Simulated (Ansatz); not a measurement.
Take BN (space group R3m, No. 160; a = 2.5002 Å, c = 9.7570 Å (hexagonal axes); a cell from a computed database, its experimental status unchecked; layered, stacked along the Cartesian z axis) as the base.

Modification: a hydrostatic pressure of 7.5 GPa.

Levels (all Ansatz, a quantum-chemistry and plane-wave program, PAW): r2SCAN+rVV10 (500 eV, without spin-orbit coupling); HSE06 (420 eV, no SOC).

The geometry is relaxed with r2SCAN+rVV10.

r2SCAN+rVV10 lowest conduction level above the VBM at special points: F 4.32 eV; S₀ 5.06 eV; S₂ 5.06 eV; Γ 6.62 eV

Predict the lowest conduction level above the VBM at special points from HSE06.

The lowest conduction level above the VBM at special points changes from F 4.32 eV; S₀ 5.06 eV; S₂ 5.06 eV; Γ 6.62 eV to F 5.08 eV; S₀ 5.83 eV; S₂ 5.83 eV; Γ 7.41 eV.

Single points use the geometry relaxed with r2SCAN+rVV10. Their cutoffs differ, which shifts pressures a little. The hybrid gap comes from the SCF mesh plus the semilocal run's edge points and a few special points and is an upper bound. The levels and masses belong to the bands next to the band gap. Load acts through the strain it causes; cell and atoms are relaxed under it. Whether these cells are dynamically stable was not tested. No other phases were tried under pressure.
